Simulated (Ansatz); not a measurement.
A periodic model of amorphous In₉Ga₉Zn₉O₃₉Sc₂:

```
CELL_PARAMETERS angstrom
     10.22733     0.12648     0.19831
      0.12648     9.18837     0.18648
      0.19831     0.18648     9.14704
ATOMIC_POSITIONS crystal
  In 0.58528 0.29003 0.41686
  In 0.15411 0.73003 0.79118
  In 0.78348 0.57494 0.40788
  In 0.77955 0.27317 0.70174
  In 0.58068 0.69643 0.16879
  In 0.93514 0.13757 0.04912
  In 0.42679 0.62211 0.51647
  In 0.64276 0.97760 0.92175
  In 0.17891 0.16469 0.63490
  Ga 0.26660 0.04396 0.93884
  Ga 0.06167 0.50113 0.20044
  Ga 0.22246 0.87471 0.47784
  Ga 0.57379 0.27770 0.08237
  Ga 0.21557 0.79956 0.14306
  Ga 0.80951 0.43655 0.03852
  Ga 0.88949 0.75584 0.03962
  Ga 0.35572 0.48291 0.11337
  Ga 0.69863 0.88474 0.51504
  Zn 0.93382 0.96687 0.70607
  Zn 0.94586 0.26707 0.41431
  Zn 0.62780 0.66622 0.78447
  Zn 0.48724 0.05152 0.63474
  Zn 0.12343 0.37189 0.89455
  Zn 0.20539 0.18914 0.25998
  Zn 0.95547 0.94251 0.33064
  Zn 0.13331 0.49151 0.54617
  Zn 0.89218 0.60590 0.74346
  O  0.40660 0.83792 0.43840
  O  0.26925 0.08339 0.43749
  O  0.77564 0.45322 0.84182
  O  0.07462 0.67200 0.08465
  O  0.56217 0.52224 0.37459
  O  0.12598 0.93440 0.65193
  O  0.48543 0.55777 0.72347
  O  0.01418 0.14882 0.26567
  O  0.46715 0.23350 0.24623
  O  0.22135 0.40259 0.23807
  O  0.76546 0.67688 0.61045
  O  0.30200 0.41103 0.93968
  O  0.99624 0.49867 0.39441
  O  0.70060 0.74917 0.96154
  O  0.22936 0.67650 0.57355
  O  0.25734 0.84023 0.93697
  O  0.54245 0.92486 0.12147
  O  0.35985 0.67211 0.18003
  O  0.94964 0.78581 0.84123
  O  0.77533 0.34792 0.46773
  O  0.98573 0.24530 0.62106
  O  0.28565 0.36626 0.60691
  O  0.85914 0.97408 0.51392
  O  0.34522 0.11387 0.76439
  O  0.88863 0.92890 0.13129
  O  0.98845 0.38079 0.05721
  O  0.53962 0.48100 0.06604
  O  0.75086 0.26219 0.12709
  O  0.60239 0.89384 0.70761
  O  0.12207 0.83107 0.32183
  O  0.27996 0.02414 0.14033
  O  0.10930 0.15160 0.90403
  O  0.06689 0.52466 0.75549
  O  0.53818 0.18615 0.91970
  O  0.57761 0.25805 0.64604
  O  0.69659 0.77726 0.34482
  O  0.58619 0.05038 0.44184
  O  0.82121 0.09005 0.84849
  O  0.81734 0.59094 0.16085
  Sc 0.44655 0.00709 0.29080
  Sc 0.42397 0.34975 0.76958
```

Methods: PBE, scalar-relativistic without spin-orbit coupling (Ansatz, a quantum-chemistry and plane-wave program); r2SCAN, scalar-relativistic without spin-orbit coupling (Ansatz); HSE06, scalar-relativistic without spin-orbit coupling (Ansatz). Neutral PBE cell, which sets geometry, pressure and energy: sampling: a 2×2×2 Γ-centred mesh; Fermi-Dirac width 0.02 eV; no spin polarisation. Exact exchange is cut at the faces of this 9 Å cell, which leaves hybrid gaps a finite-size error.

The cell was made by melting and quenching with the CHGNet potential and then relaxed with DFT. O atoms were pushed apart under 1.9 Å during the dynamics, to hinder bonds among them. The hot cell started wider than the set density and was brought back towards it in steps. It is the lowest in DFT energy of 2 quenches. It is a model cell: composition and starting density were chosen by hand, and all elements were melted together. No dispersion term was used. Its density started from a set value of 5.73 and ended at 5.73 g/cm³. The quench (nominally 320 K/ps over its main leg) was far faster than any real one, so the model tends to hold more defects than a real film. One small periodic cell is one sample of the glass; other quenches scatter about these values. The volume was held where the preparation left it and the shape relaxed.

### Question
Give the pressure and the spacing of the highest filled and lowest empty levels.

### Answer

| Quantity | Value |
|---|---|
| Pressure on a 2×2×2 Γ-centred mesh | 3.17 GPa |
| Largest force and stress component on that mesh (the relaxation ran on the zone centre alone) | 0.06 eV/Å and 3.3 GPa |
| Level gap on a 2×2×2 Γ-centred mesh (PBE) | 1.20 eV |
| Level gap at the zone centre (PBE) | 1.19 eV |
| Level gap at the zone centre (r2SCAN) | 1.65 eV |
| Level gap at the zone centre (HSE06) | 2.74 eV |
| Distance between the nearest levels spread over more than a fifth of the atoms or a third of the atoms of their main element (six at least) (PBE, zone centre) | 1.32 eV |

### Question
At PBE and the zone centre, how localised are the states just below and above the Fermi level (participation number: the atoms over which a state spreads)?

### Answer
The highest filled state is spread over 10.6 atoms' worth, largest on O63, with weights by element (charge in smoothed Voronoi cells) O 0.85, Zn 0.12, In 0.02. The lowest empty state is spread over 60.8 atoms' worth, largest on In4, with weights by element (charge in smoothed Voronoi cells) O 0.52, In 0.22, Zn 0.13.

At PBE the levels at the filled edge of the gap are localised (band-tail or defect states).

Cut-offs for bonds: In-In 3.12 Å, In-Ga 2.90 Å, In-Zn 2.90 Å, In-O 2.68 Å, In-Sc 3.27 Å, Ga-Ga 2.68 Å, Ga-Zn 2.68 Å, Ga-O 2.34 Å, Ga-Sc 3.05 Å, Zn-Zn 2.68 Å, Zn-O 2.34 Å, Zn-Sc 3.05 Å, O-O 1.58 Å, O-Sc 2.60 Å, Sc-Sc 3.41 Å. Two cations that share two anions don't count as bonded, nor two that share one unless they lie closer than In-In 3.04 Å, In-Ga 2.82 Å, In-Zn 2.82 Å, In-Sc 3.18 Å, Ga-Ga 2.61 Å, Ga-Zn 2.61 Å, Ga-Sc 2.96 Å, Zn-Zn 2.61 Å, Zn-Sc 2.96 Å, Sc-Sc 3.32 Å.

Added carriers, by Ansatz with PBE, scalar-relativistic without spin-orbit coupling on the zone centre alone. Charged cells keep the cell fixed and stand in a uniform background, with no image correction, at a width of 0.01 eV; where the count is odd the moment is locked at 1 μB, unless the neutral cell bore moments. Each starts from the undistorted neutral geometry alone. PBE's self-interaction favours spread-out carriers, so it can miss traps that a hybrid finds.

### Question
What happens at PBE when the cell takes an extra electron and the atoms relax?

### Answer
Relaxation lowers the charged cell by 0.01 eV. The largest moves are O49 0.03 Å, O36 0.02 Å, In7 0.02 Å, O32 0.02 Å. The level that holds the added charge spreads over 60.7 atoms' worth, most on In4 (weight 0.04): a carrier spread over the cell. No bond crosses its cut-off with a change of over 0.15 Å (metal-metal contacts aside). Made neutral again at that geometry, the cell lies +0.01 eV from the neutral start.

### Question
What happens at PBE when the cell takes a hole and the atoms relax?

### Answer
Relaxation lowers the charged cell by 0.07 eV. The largest moves are O44 0.07 Å, Ga18 0.05 Å, In5 0.05 Å, O49 0.05 Å. The level that was emptied spreads over 12.2 atoms' worth, most on O63 (weight 0.22): a partly localised carrier. No bond crosses its cut-off with a change of over 0.15 Å (metal-metal contacts aside). Made neutral again at that geometry, the cell lies +0.11 eV from the neutral start.
